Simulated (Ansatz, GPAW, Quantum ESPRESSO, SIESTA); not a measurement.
LaB6 (Pm-3m, 7 atoms in the cell) computed with different codes at matched settings

Self-consistent single point.

```
LaB6
1.0
    4.18209     0.00000     0.00000
    0.00000     4.18209     0.00000
    0.00000     0.00000     4.18209
La B
1 6
Direct
  0.00000   0.00000   0.00000
  0.80012   0.50000   0.50000
  0.19988   0.50000   0.50000
  0.50000   0.80012   0.50000
  0.50000   0.19988   0.50000
  0.50000   0.50000   0.80012
  0.50000   0.50000   0.19988
```

All programs got the same cell, k-point mesh and kind of occupations (in Ansatz's words: kpoints.mp_grid.grid = 11 11 11; scf.occupations.method = fermi_dirac; scf.occupations.width = 0.1 eV); potentials, basis and cutoffs are each program's usual ones.

```
code                                                                                                                                model  pressure (GPa)  largest force (eV/Å)  k-points       cutoff
----------------  -----------------------------------------------------------------------------------------------------------------------  --------------  --------------------  --------  -----------
GPAW                                                                                         PBE, GPAW PAW datasets PBE (gpaw-data 1.0.1)               –                 0.058        56       950 eV
SIESTA            GGA PBE, numerical atomic orbitals TZP, PseudoDojo PBE standard norm-conserving potentials (rewritten from UPF to PSML)            0.96                 0.051       666  grid 400 Ry
Ansatz                                                                                                                     PBE, PAW files           -3.46                 0.054        56      default
Quantum ESPRESSO                                                                           PBE, GBRV 1.5 ultrasoft (PBE) pseudopotentials           -3.52                 0.055        56        40 Ry
```

A dash marks a value that a program does not give, or that is left out as unsure.

The spread over the programs that give each value: pressure within 4.48 GPa; largest force within 0.007 eV/Å.

The starting cell comes from a database of computed structures (which also holds hypothetical and non-ambient phases and stackings), without a prior relaxation at this level. Its lattice was rescaled by a random factor within 2.5 % of one. On Ansatz's run: In the base run, with a pressure of about -3 GPa the cell is away from its equilibrium volume at this level.

**Question.** Why do the programs differ, and what cannot be compared?

**Answer.** Differences of this kind can come from the potentials, where these differ, and from what each basis and cutoff leave unconverged. The zero of total energies and Fermi levels follows the potentials and each program's conventions, so they are not compared here. SIESTA uses small atom-centred bases, whose incompleteness enters pressures, forces and empty levels differently from a plane-wave cutoff. Ansatz's pressure is given at a fixed set of plane waves, as the other plane-wave codes print theirs; with its correction for the finite basis it is -3.31 GPa. The pressure of GPAW is left out: its cutoff lies under the one at which its stress was checked. The programs reduce the same mesh by symmetry to different extents, which changes the work and not the result. In the pressure, SIESTA (by 4.45) lies more than 1 GPa from the median of the plane-wave programs.

Left out of this page: ABINIT (stopped by limits of time or memory); FLEUR (not drawn, or without a comparable value).

Ansatz is a quantum-chemistry and plane-wave program.

Keys are those of Ansatz 0.2.
